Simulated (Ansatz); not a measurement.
The parent structure is BaTiO3 in the cubic perovskite structure (space group Pm-3m, No. 221; a = 3.9346 Å).

The values are results of DFT with LDA, PAW potentials and a 420 eV plane-wave cutoff in Ansatz (a first-principles code), no SOC, not measurements.

One thing is altered: the cell is scaled by 0.9940 in all directions, atoms relaxed at fixed cell.

Q: What does the calculation give for the mean gap deformation potential ΔEg/Δln V and energy relative to the base after the change?

A: The mean gap deformation potential ΔEg/Δln V comes out as -1.9 eV; the energy goes up by 2.5 meV/atom.

The cells carry an imposed strain or load. No phonon test of stability was made. All final runs are without spin polarisation. Many cubic perovskites are stable only at high temperature; tilts and polar distortions were not tested. This is not the structure that BaTiO3 has at room temperature and ambient pressure.
